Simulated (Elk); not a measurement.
Band structure of CuS (Fm-3m, 2 atoms in the cell).

```yaml
crystal:
  lattice:
    - [0.00000, 2.43990, 2.43990]
    - [2.43990, 0.00000, 2.43990]
    - [2.43990, 2.43990, 0.00000]
  atoms:
    - { symbol: Cu, position: [0.00000, 0.00000, 0.00000] }
    - { symbol: S, position: [0.50000, 0.50000, 0.50000] }
```

Method of the run: Elk with PBEsol, all-electron FP-LAPW, Elk's shipped species files, default APW+lo basis.

Settings: xctype = 22; swidth = 0.00367493 Ha; ngridk = 8 8 8; rmtscf = 0.94; maxscl = 100.

The starting cell comes from a database of computed structures (which also holds hypothetical and non-ambient phases and stackings), without a prior relaxation at this level. Spin polarisation is off. Values depend on the basis (sphere radii, cutoffs, local orbitals), which need not be converged. The run gives no clean gap (levels at the Fermi energy touch, overlap or are partly filled at this smearing), which alone does not show that the compound is a metal.

Levels in eV from the Fermi level, bands 9 to 16:
```json
[
 {"point": "Γ", "9": "-2.96", "10": "-0.83", "11": "-0.83", "12": "-0.83", "13": "3.60", "14": "10.04", "15": "10.04", "16": "10.04"},
 {"point": "X", "9": "-2.78", "10": "-2.40", "11": "-2.40", "12": "-2.02", "13": "1.07", "14": "6.10", "15": "13.16", "16": "14.39"},
 {"point": "W", "9": "-2.30", "10": "-2.30", "11": "-2.17", "12": "-1.98", "13": "5.03", "14": "8.10", "15": "8.95", "16": "8.95"},
 {"point": "K", "9": "-2.46", "10": "-2.23", "11": "-2.04", "12": "-1.02", "13": "3.05", "14": "7.62", "15": "10.69", "16": "10.93"},
 {"point": "L", "9": "-2.52", "10": "-2.20", "11": "1.04", "12": "1.04", "13": "4.18", "14": "6.35", "15": "6.35", "16": "10.07"},
 {"point": "U", "9": "-2.46", "10": "-2.23", "11": "-2.04", "12": "-1.02", "13": "3.05", "14": "7.62", "15": "10.69", "16": "10.93"}
]
```

Bands cross the Fermi level along this path, so the cell is metallic at this level.
